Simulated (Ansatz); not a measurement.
**H2 on the (100) surface of germanium (2x1 monohydride; a constructed slab, bottom: dihydride, held), one in a cell of 66 Å², started at the site 'top H'**

The numbers are results of PBE with D3(BJ) dispersion (plane waves to 420 eV, PAW; Ansatz, a first-principles code), not measurements.

Slab: 46 atoms, 12.3 Å thick at the start with caps and adatoms under the adsorbate (thin: gaps and levels are the slab's own); k 3x3x1, smearing 0.01 eV, dipole-corrected; 24 atoms held, the rest relaxed; symmetry of the start imposed; no spin, no spin-orbit, no U. At the end no host atom lies within bonding distance. In D3-corrected PBE this state lies 0.04 eV over the lowest of the starts that converged ('hollow H-H-H-H over Ge at depth 4.3 Å').

```
Property                                                                                                                Result
--------------------------------------------------------------------------------------  --------------------------------------
adsorption energy against H2(g)                                                                                      -0.029 eV
change of the step from the bottom to the top vacuum level, against the clean slab                                    0.006 eV
energy released by relaxation                                                                                          0.17 eV
height of the binding atom over the mean of the host atoms within 0.3 Å of the top one                                 3.123 Å
nearest host atoms of the binding atom                                                  H at 3.13 Å, Ge at 4.61 Å, H at 4.68 Å
largest move of a host atom                                                                                             0.08 Å
cost                                                                                            around 50 core-minutes (rough)
```

A negative adsorption energy means that the adsorbate is more stable on the surface than in its reference.
